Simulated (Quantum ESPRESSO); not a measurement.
# Several settings converged on CaPb (P4mm, 2 atoms in the cell)

```
CELL_PARAMETERS angstrom
      3.58447     0.00000     0.00000
      0.00000     3.58447     0.00000
      0.00000     0.00000     4.65065
ATOMIC_POSITIONS crystal
  Ca 0.00000 0.00000 0.01075
  Pb 0.50000 0.50000 0.50000
```

Base method: PBEsol, PseudoDojo standard norm-conserving (PBESOL) pseudopotentials (plane waves; Quantum ESPRESSO).

Base settings: ecutwfc = 70 Ry; occupations = smearing; smearing = gauss; degauss = 0.0073499 Ry; potentials = {Ca: Ca.upf, Pb: Pb.upf}; K_POINTS = automatic 5 5 4 0 0 0; conv_thr = 1e-10 Ry.

The count of work is k-points × plane waves × bands × iterations; it is no time. Core times come from one kind of shared machine, to one figure; runs under 30 s give none.

**The k-point mesh at a smearing width of 0.02 eV**

In this ladder: degauss = 0.00147 Ry.

Only quantities that move along the ladder and can be compared are tabulated.

```csv
K_POINTS,free energy less the last step's (meV/atom),pressure (GPa),largest difference of a force vector from the last step's (eV/Å),count of work / last,core time / last (rough)
automatic 3 3 3 0 0 0,-14.64,-0.18,0.055,0.014,–
automatic 5 5 4 0 0 0,67.01,-1.50,0.023,0.046,–
automatic 7 7 5 0 0 0,1.49,-1.57,0.010,0.076,–
automatic 10 10 8 0 0 0,5.21,-1.48,0.004,0.24,0.3
automatic 15 15 12 0 0 0,1.70,-1.57,0.005,0.57,0.6
automatic 18 18 14 0 0 0,0.00,-1.61,0.000,1.0,1
```

Coarsest K_POINTS that holds the forces within 0.02 eV/Å of the last step, with all finer ones: automatic 7 7 5 0 0 0, at 0.076 of the last step's count of work; the step before is off by 0.023 eV/Å.

Coarsest K_POINTS that holds the pressure within 1 GPa of the last step, with all finer ones: automatic 5 5 4 0 0 0, at 0.046 of the last step's count of work; the step before is off by 1.4 GPa.

Coarsest K_POINTS that holds the free energy within 2 meV/atom: not settled: the last two steps still differ by 1.7 meV/atom, over half the tolerance, so the ladder does not show it.

**The width of Gaussian smearing**

In this ladder: K_POINTS = automatic 8 8 7 0 0 0.

Narrow widths need finer meshes than wide ones, so the last steps can hold mesh noise.

Only quantities that move along the ladder and can be compared are tabulated; pressure and forces are left out, as mesh noise rules them at narrow widths.

```csv
degauss,free energy less the last step's (meV/atom),energy extrapolated to zero width less the last step's (meV/atom)
0.073499 Ry,-113.30,15.87
0.036749 Ry,-23.11,1.94
0.02205 Ry,-7.52,-0.78
0.0073499 Ry,0.00,0.00
```

Widest degauss that holds the free energy within 5 meV/atom: not settled: the last two steps still differ by 7.5 meV/atom, over half the tolerance, so the ladder does not show it.

Widest degauss that holds the energy extrapolated to zero width within 1 meV/atom: not settled: the last two steps still differ by 0.78 meV/atom, over half the tolerance, so the ladder does not show it.

The extrapolation to zero width removes most of the smearing's effect on the energy.

**The number of bands**

The mesh stays at the base's, so the ladder's end is converged at best in this setting alone.

Only quantities that move along the ladder and can be compared are tabulated.

| nbnd | free energy less the last step's (meV/atom) | pressure (GPa) | largest difference of a force vector from the last step's (eV/Å) | count of work / last |
|---|---|---|---|---|
| 12 | 161.94 | -1.41 | 0.039 | 0.30 |
| 13 | 0.00 | -1.52 | 0.000 | 0.30 |
| 14 | 0.00 | -1.52 | 0.000 | 0.32 |
| 16 | 0.00 | -1.52 | 0.000 | 0.36 |
| 22 | 0.00 | -1.52 | 0.000 | 0.50 |
| 44 | 0.00 | -1.52 | 0.000 | 1.0 |

Coarsest nbnd that holds the pressure within 0.1 GPa of the last step, with all finer ones: 13, at 0.30 of the last step's count of work; the step before is off by 0.11 GPa.

Coarsest nbnd that holds the free energy within 1 meV/atom of the last step, with all finer ones: 13, at 0.30 of the last step's count of work; the step before is off by 160 meV/atom.

Coarsest nbnd that holds the forces within 0.005 eV/Å of the last step, with all finer ones: 13, at 0.30 of the last step's count of work; the step before is off by 0.039 eV/Å.

On the base run: the starting cell comes from a database of computed structures (which also holds hypothetical and non-ambient phases and stackings), without a prior relaxation at this level. Its lattice was rescaled by up to half a per cent. One atom was moved a little off its site on purpose. Without a gap this mesh is coarse (it stands for a supercell whose shortest vector is 18 Å).

Left out of this page: 2 runs of the series outside the window shown, repeating another row's setting, or not comparable.
